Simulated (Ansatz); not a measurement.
Start from CdS in the zinc blende structure (space group F-43m, No. 216; a = 5.8791 Å).

Method: r2SCAN (Ansatz, a program for electronic structure), spin-orbit coupling left out, earlier PAW set.

Before the change:

| Item | Result |
|---|---|
| Electron mass | 0.15 mₑ (at Γ) |
| Lattice parameter a | 5.879 Å |
| Band gap | 1.54 eV |

One thing is altered: a hydrostatic pressure of 30 GPa.

Problem. How does this affect the electron mass, lattice parameter a and band gap?

Solution. The electron mass goes from 0.15 mₑ (at Γ) to 0.18 mₑ (at Γ); the lattice parameter a shrinks by 0.507 Å (5.879 Å → 5.372 Å); the band gap goes up by 0.536 eV to 2.07 eV.

Load acts through the strain it causes; cell and atoms are relaxed under it. Effective masses come from finite differences of ±0.01 Å⁻¹. No phonon test of stability was made. Tetrahedral semiconductors of this kind turn to denser phases somewhere between about 1 and 50 GPa; those were not computed, so compressed cells here can lie past the real transition.
